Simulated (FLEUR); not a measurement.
Band structure of CuZn (Pm-3m, 2 atoms in the cell).

```xyz
2
Lattice="2.9928 0.0000 0.0000 0.0000 2.9928 0.0000 0.0000 0.0000 2.9928" Properties=species:S:1:pos:R:3 pbc="T T T"
Zn     1.4964     1.4964     1.4964
Cu     0.0000     0.0000     0.0000
```

Method of the run: PBE, all-electron FLAPW (FLEUR), scalar-relativistic valence run with FLEUR.

Settings: Kmax = 3.5 1/bohr; GmaxXC = 10.5 1/bohr; xcFunctional = pbe; jspins = 1; l_soc = F; mode = hist; fermiSmearingEnergy = 0.00999582 Htr; mesh (inpgen div1-3) = 7 7 7; inpgen gamma flag = false; Gmax = 10.5 1/bohr; numbands = 0; maxIterBroyd = 25; imix = Anderson; alpha = 0.05.

The starting cell has typed, rounded lattice constants, without a prior relaxation at this level. Its lattice was rescaled by a random factor within 2.5 % of one. Spin polarisation is off. Values depend on the basis (sphere radii, cutoffs, local orbitals), which need not be converged.

Levels in eV from the Fermi level, bands 8 to 15:
```tsv
point	8	9	10	11	12	13	14	15
Γ	-3.52	-2.73	-2.73	-2.73	5.88	5.88	5.88	10.89
X	-3.62	-3.24	-3.24	-2.79	-2.05	11.17	11.17	11.79
M	-2.87	-2.87	-2.50	-1.90	-1.90	1.45	1.78	13.28
R	-4.20	-2.49	-2.49	3.37	4.09	4.09	4.09	4.26
```
